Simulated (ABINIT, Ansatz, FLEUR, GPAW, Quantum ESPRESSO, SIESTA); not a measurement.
One structure in several programs: NbH (Cmme, 4 atoms in the cell)

Self-consistent single point, at a second geometry (lattice scaled by 0.98). First geometry:

```
NbH
1.0
    1.85422    -2.40469     0.00000
    1.85422     2.40469     0.00000
    0.00000     0.00000     4.82729
Nb H
2 2
Direct
  0.75000   0.25000   0.26884
  0.25000   0.75000   0.73116
  0.25000   0.25000   0.00000
  0.75000   0.75000   0.00000
```

Shared settings, as Ansatz (an electronic-structure program) writes them: kpoints.mp_grid.grid = 11 11 7; scf.occupations.method = gaussian; scf.occupations.width = 0.136 eV. Potentials and cutoffs stand in the table.

```json
[
 {"code": "ABINIT", "model": "LDA (PW92), norm-conserving pseudopotentials (PseudoDojo nc-sr-04 LDA standard)", "ΔF from the first geometry (meV/atom)": "-28.1", "pressure (GPa)": "-1.56", "largest force (eV/Å)": "0.001", "cutoff": "41 Ha"},
 {"code": "FLEUR", "model": "LDA (Vosko-Wilk-Nusair), all-electron FLAPW (FLEUR), scalar-relativistic valence", "ΔF from the first geometry (meV/atom)": "–", "pressure (GPa)": "–", "largest force (eV/Å)": "0.072", "cutoff": "Kmax 4.4 1/bohr"},
 {"code": "SIESTA", "model": "LDA PW92, numerical atomic orbitals TZP, PseudoDojo LDA standard norm-conserving potentials (rewritten from UPF to PSML)", "ΔF from the first geometry (meV/atom)": "-30.3", "pressure (GPa)": "-1.92", "largest force (eV/Å)": "0.145", "cutoff": "grid 300 Ry"},
 {"code": "GPAW", "model": "LDA (Perdew-Wang 92), GPAW PAW datasets LDA (gpaw-data 1.0.1)", "ΔF from the first geometry (meV/atom)": "-32.3", "pressure (GPa)": "-2.71", "largest force (eV/Å)": "0.019", "cutoff": "800 eV"},
 {"code": "Ansatz", "model": "LDA (PW92), PAW files made with PBE", "ΔF from the first geometry (meV/atom)": "-28.5", "pressure (GPa)": "-1.70", "largest force (eV/Å)": "0.001", "cutoff": "default"},
 {"code": "Quantum ESPRESSO", "model": "LDA (PZ), GBRV 1.5 ultrasoft (LDA) pseudopotentials", "ΔF from the first geometry (meV/atom)": "-28.8", "pressure (GPa)": "-1.83", "largest force (eV/Å)": "0.003", "cutoff": "40 Ry"}
]
```

A dash marks a value that a program does not give, or that is left out as unsure.

On Ansatz's run: spin polarisation is off.

The spread over the programs that give each value: ΔF from the first geometry within 4.2 meV/atom; pressure within 1.15 GPa; largest force within 0.144 eV/Å.

SIESTA uses small atom-centred bases, whose incompleteness enters pressures, forces and empty levels differently from a plane-wave cutoff. FLEUR treats all electrons, but the usual bases taken here (sphere radii, linearisation, local orbitals, empty states) were not tested for convergence, so the values are no reference for the others. Ansatz's pressure is given at a fixed set of plane waves, as the other plane-wave codes print theirs; with its correction for the finite basis it is -1.63 GPa. The same LDA comes in different parametrisations, which differ slightly. In the force vectors, SIESTA (by 0.146) lies more than 0.08 eV/Å from the median of the plane-wave programs.

The starting cell comes from a database of computed structures (which also holds hypothetical and non-ambient phases and stackings), without a prior relaxation at this level. Its lattice was rescaled by a random factor within 2.5 % of one. For this run, on top of that: lattice scaled by 0.98.

Keys are those of Ansatz 0.2.
